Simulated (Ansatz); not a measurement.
The reference is CuI in the zinc blende structure (space group F-43m, No. 216; a = 6.023 Å).

All numbers come from DFT with r2SCAN, PAW potentials and a 500 eV plane-wave cutoff in Ansatz (a first-principles code), no spin-orbit coupling.

One change was made to it. Results:

```json
[
 {"quantity": "shortest interatomic distance", "base": "2.608 Å", "after": "2.437 Å"},
 {"quantity": "hole mass (degenerate bands, along [100])", "base": "0.29, 0.71, 0.71 mₑ (at Γ)", "after": "0.26, 0.46, 0.46 mₑ (at Γ)"},
 {"quantity": "band gap", "base": "1.67 eV", "after": "2.37 eV"},
 {"quantity": "width of the top valence band", "base": "1.56 eV", "after": "2.48 eV"}
]
```

Question: Name the change that was made.
A) pressure −2 GPa
B) pressure −1 GPa
C) pressure 30 GPa
D) pressure 15 GPa
E) pressure 3 GPa

Answer: D, pressure 15 GPa. For comparison, the band gap in the other runs: pressure 3 GPa gives 1.85 eV; pressure −2 GPa gives 1.52 eV; pressure 30 GPa gives 2.17 eV; pressure −1 GPa gives 1.60 eV.

With I present, leaving out spin-orbit coupling can change the band edges. Load acts through the strain it causes; cell and atoms are relaxed under it. Effective masses come from finite differences of ±0.01 Å⁻¹. Stability against distortions was not tested. Tetrahedral semiconductors of this kind turn to denser phases somewhere between about 1 and 50 GPa; those were not computed, so compressed cells here can lie past the real transition. All final runs are without spin polarisation.
